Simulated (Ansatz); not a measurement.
An Ansatz (an electronic-structure program) run: TiO2 with a change (isotropic strain +1.80 %); LDA in Ansatz (plane waves to 420 eV, PAW, no SOC).

Input:

Ansatz 0.2 input:
```yaml
crystal:
  lattice:
    - [4.6299654371, 0, 0]
    - [0, 4.6299654371, 0]
    - [0, 0, 2.9696158482]
  atoms:
    - { symbol: Ti, position: [0, 0, 0] }
    - { symbol: Ti, position: [0.5, 0.5, 0.5] }
    - { symbol: O, position: [0.3039644744, 0.3039644744, 0] }
    - { symbol: O, position: [0.8039644744, 0.1960355256, 0.5] }
    - { symbol: O, position: [0.1960355256, 0.8039644744, 0.5] }
    - { symbol: O, position: [0.6960355256, 0.6960355256, 0] }
basis: { ecutwfc: 420, ecutrho_ratio: 4, xc_grid: 2, fft_grid_basis: typed }
kpoints: { mp_grid: { grid: [7, 7, 11] } }
hamiltonian:
  xc: lda
  dispersion: none
  pseudopotentials: { kind: paw }
scf: { occupations: { method: fermi_dirac, width: 0.05 }, convergence: { dr2_threshold: 0.0000000006 } }
relax: { f_tol: 0.005, max_steps: 50 }
output: { forces: true, stress: true }
checkpoint: { write: state.ck, write_every: 1000 }
```

Output (explanatory and most iteration lines left out):

```
Relaxation: its limit of steps is 50 (relax.max_steps)
Pseudopotential: Ti, paw, valence charge 12
Pseudopotential: O, paw, valence charge 6
Crystal: 6 atoms, lattice volume = 63.658 Å³
Basis set: ecut = 420 eV, 1241 PW (Γ), exchange–correlation on 64×64×40 points (8 copies of the dense FFT grid, shifted against one another)
Bands: 30, of which v1, the nominal top of the filled ones, is band 24 counted from 1 (23 counted from 0)
Symmetry: 16 space group operations
Space group: P42/mnm (ITA 136), of the structure as read, at distance tolerance 4.0e-5 Å
k-points: 60 of 539
Functional: x = slater, c = lda
SCF iter   1: F=—  HF=-7130.327877 eV  |F-HF|=—  |Δ(HF+E_count)|=         —  Δρ=2.37e-2  dr2=3.42e-1  ethr=1.77e-3  ⟨swp⟩=5.0  Hψ=7206  notcnv=0
SCF iter   2: F=—  HF=-7130.278484 eV  |F-HF|=—  |Δ(HF+E_count)|=   4.94e-2  Δρ=1.34e-2  dr2=9.21e-2  ethr=7.13e-4  ⟨swp⟩=2.1  Hψ=3254  notcnv=0  defer=46
SCF 1 converged in 9 iterations: F = -7130.260176 eV  dr2 = 1.33e-10
relax step   1: F+E_penalty+E_count = -7130.26017625 eV  Δ(F+E_penalty+E_count) = +0.000e0 eV  max|allowed force component| = 1.758e-1 eV/Å  Δτ_max = 0.0000 Å  (9 SCF iters, accepted)
Crystal: 6 atoms, lattice volume = 63.658 Å³
SCF iter   1: F=—  HF=-7130.264626 eV  |F-HF|=—  |Δ(HF+E_count)|=         —  Δρ=7.53e-4  dr2=3.29e-4  ethr=6.79e-7  ⟨swp⟩=1.7  Hψ=5170  notcnv=0  defer=58
SCF iter   2: F=—  HF=-7130.264541 eV  |F-HF|=—  |Δ(HF+E_count)|=   8.48e-5  Δρ=4.29e-4  dr2=1.15e-4  ethr=6.79e-7  ⟨swp⟩=1.0  Hψ=1740  notcnv=0  defer=58
SCF 2 converged in 7 iterations: F = -7130.264490 eV  dr2 = 4.53e-10
relax step   2: F+E_penalty+E_count = -7130.26449039 eV  Δ(F+E_penalty+E_count) = -4.314e-3 eV  max|allowed force component| = 1.098e-1 eV/Å  Δτ_max = 0.0053 Å  (7 SCF iters, accepted)
Crystal: 6 atoms, lattice volume = 63.658 Å³
SCF iter   1: F=—  HF=-7130.267554 eV  |F-HF|=—  |Δ(HF+E_count)|=         —  Δρ=1.24e-3  dr2=8.94e-4  ethr=1.90e-5  ⟨swp⟩=2.0  Hψ=3935  notcnv=0  defer=60
SCF iter   2: F=—  HF=-7130.267320 eV  |F-HF|=—  |Δ(HF+E_count)|=   2.34e-4  Δρ=7.08e-4  dr2=3.15e-4  ethr=1.86e-6  ⟨swp⟩=1.0  Hψ=2280  notcnv=0  defer=60
SCF 3 converged in 8 iterations: F = -7130.267192 eV  dr2 = 3.02e-11
relax step   3: F+E_penalty+E_count = -7130.26719223 eV  Δ(F+E_penalty+E_count) = -2.702e-3 eV  max|allowed force component| = 2.765e-3 eV/Å  Δτ_max = 0.0089 Å  (8 SCF iters, accepted)
SCF converged after 8 iterations
Free energy (F): -7130.267192 eV
Internal energy: -7130.267192 eV  (E = F + TS)
E sigma→0 (E₀):  -7130.267192 eV
Fermi energy:    9.319102 eV
--- Forces (eV/Å), atoms counted from 1 ---
  atom   1  Ti     0.00000000    -0.00000000     0.00000000
  atom   2  Ti     0.00000000     0.00000000     0.00000000
  atom   3  O     -0.00276499    -0.00276499     0.00000000
  atom   4  O     -0.00276499     0.00276499     0.00000000
  atom   5  O      0.00276499    -0.00276499     0.00000000
  atom   6  O      0.00276499     0.00276499     0.00000000
--- Stress (GPa, compression-positive) ---
      -10.735021       0.000000       0.000000
        0.000000     -10.735021       0.000000
        0.000000       0.000000     -14.163016
  P = ⅓ Tr σ = -11.8777 GPa (-118.777 kbar)
--- Relaxed structure (3 steps of the walk, 3 accepted, 0 SCFs on fresh bases) ---
  atoms:
    - { symbol: Ti, position: [-1.2489103137260557e-19, 7.805689460787841e-20, 0.0] }
    - { symbol: Ti, position: [0.5, 0.5, 0.5] }
    - { symbol: O, position: [0.3061339002402761, 0.3061339002402761, 0.0] }
    - { symbol: O, position: [0.8061339002402761, 0.1938660997597239, 0.5] }
    - { symbol: O, position: [0.1938660997597239, 0.8061339002402761, 0.5] }
    - { symbol: O, position: [0.6938660997597239, 0.6938660997597239, 0.0] }
```

Whether these cells are dynamically stable was not tested. All final runs are without spin polarisation. The cell was made from TiO2 in the rutile structure (space group P4_2/mnm, No. 136) by this change: isotropic strain +1.80 %.
